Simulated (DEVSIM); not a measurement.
System: Schottky contact on n-type Si, at 300 K.

Layer 1 from the left is Si, thickness (μm) 1.10, Nd (cm⁻³) 2.2e16, τn (s) 0.00059, τp (s) 0.00059.

Left contact: Schottky, work function 4.53 eV, emission velocity 2.8e6 cm/s. Right contact: ohmic. Voltage is applied to the left contact. Recombination: SRH at mid-gap. Mobility is constant in doping.

The device is made up for the run: typed textbook-type constants, with dimensions and the other settings drawn at random. Values at 300 K.

Si: gap (eV) 1.124, affinity (eV) 4.05, permittivity 11.7, Nc (cm⁻³) 2.86e19, Nv (cm⁻³) 3.1e19, μn (cm²/Vs) 1417, μp (cm²/Vs) 470.

Model (solved in DEVSIM): 1D drift-diffusion, Boltzmann statistics, complete ionisation; no tunnelling, impact ionisation, image-force lowering or self-heating. Metal contacts follow the ideal Schottky-Mott rule: no Fermi-level pinning, no interface dipoles.

Problem. What does the simulation give for the dark forward voltage at 100 A/cm², the largest field in the device at zero bias, the potential step across the device at zero bias?

Solution. dark forward voltage at 100 A/cm² 0.181 V; largest field in the device at zero bias 43000 V/cm; potential step across the device at zero bias 0.295 V.
